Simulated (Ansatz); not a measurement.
L1₂ (Cu3Au-type) Ni₃Si, treated with r²SCAN+rVV10 in Ansatz (plane waves, PAW).

Run with plane-wave cutoff 560 eV, 16×16×16 k mesh, Fermi–Dirac smearing 0.05 eV, no spin polarisation, scalar-relativistic PAW data made under PBE.

Pressure at four volumes; x = ln(V/10.315 Å³). One pressure is withheld.

```tsv
V (Å³/atom)	x	P (GPa)
9.696	-0.0619	?
9.902	-0.0409	11.11
10.315	0.0000	0.01
10.934	0.0583	-12.50
```

Task: Pass a parabola P(x) through the three rows shown, estimate the bulk modulus and its pressure derivative near zero pressure, and predict the withheld pressure.

Result: Slopes between the rows: (0.01 − (11.11))/(0.0000 − (-0.0409)) = -271.39 and (-12.50 − (0.01))/(0.0583 − (0.0000)) = -214.58 GPa. Their difference over the span 0.0992 is c = 56.81/0.0992 = 572.7 GPa, so P(x) = 11.11 + (-271.39)(x − (-0.0409)) + 572.7 (x − (-0.0409))(x − (0.0000)). At the middle row B = −dP/dx = −[-271.39 + 572.7 × 0.0409] = 248.0 GPa, and B′ = dB/dP = 2c/B = 4.6. At x = -0.0619 the parabola gives 17.55 GPa; the run gives 17.68 GPa. The Birch–Murnaghan fit to the energies at all volumes has B0 = 247 GPa and B′ = 4.7.

Ansatz is an electronic-structure program.
